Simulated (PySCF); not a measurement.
PySCF 2.14.0, HF/def2-svpd, df: CC(C)[Te], charge +1, multiplicity 1, 11 atoms. The geometry is a generated start, not checked to be a minimum at this level.

```
Item                                                 Value
-------------------------  -------------------------------
task                                                energy
method                                                  hf
basis                                            def2-svpd
two-electron scheme                        density fitting
mol.max_memory                                     3000 MB
mf.max_cycle                                           100
mf.init_guess                              minao (default)
mf.DIIS                                    CDIIS (default)
mf.diis_space                                  8 (default)
mf.conv_tol                                1e-09 (default)
effective core potentials  those of the basis set, past Kr
basis functions                                        151
```

```xyz
11

C     -1.0622    -0.7517     0.1966
C     -0.1527     0.3992    -0.0529
C      1.3084     0.1272    -0.0544
Te    -0.8552     2.4042     0.2751
H     -0.8350    -1.2023     1.1643
H     -0.8933    -1.5387    -0.5428
H     -2.1155    -0.4748     0.1803
H     -0.4681     0.9425    -1.0517
H      1.6222    -0.1917     0.9445
H      1.5456    -0.7086    -0.7203
H      1.9056     0.9946    -0.3387
```

Charge 1 and multiplicity 1 are set for this test and not shown to be the ground state.

One run each on 2 threads, 1 BLAS thread. Values of level_shift (Hartree) tried: 0 (default), 0.1, 0.3, 1.

Task: Which value of level_shift (Hartree) needs the fewest Fock builds, and what happens away from it?

Result: Fewest Fock builds: 0 (default) with 17. The count rises to 40 at 1. All converge to one solution.

| level_shift (Hartree) | Fock builds | end |
|---|---|---|
| 0 (default) | 17 | same solution |
| 0.1 | 22 | same solution |
| 0.3 | 21 | same solution |
| 1 | 40 | same solution |
